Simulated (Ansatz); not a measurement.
The starting structures come from a database of crystals and need not be the phases stable at ambient conditions.

Tunnelling through a barrier is set by its complex band structure: the current falls as exp(−2κd) with the smallest κ.

Data:

```xyz
4
Lattice="3.8448 0.0000 0.0000 0.0000 6.6509 0.0000 1.9224 -3.3254 3.3254" Properties=species:S:1:pos:R:3 pbc="T T T"
Si     3.8448     1.1892     1.1892
Si     1.9224     2.1363     2.1363
Si     1.9224    -2.1363     2.1363
Si     3.8448    -1.1892     1.1892
```

Space group of this cell: I4/mmm. The cell is taken as given.

Transport runs along the normal of the first two printed cell vectors, the (100) plane of the conventional cell.

No gap correction and no spin-orbit coupling; mid-gap values are interpolated between computed energies.

Question: Estimate the band gap and the smallest decay constant κ at mid-gap that Ansatz (an electronic-structure program) with r2SCAN returns for this system.

Answer: Gap 0.48 eV on a 10×10×10 mesh; κ = 0.087 1/Å, at the zone centre.
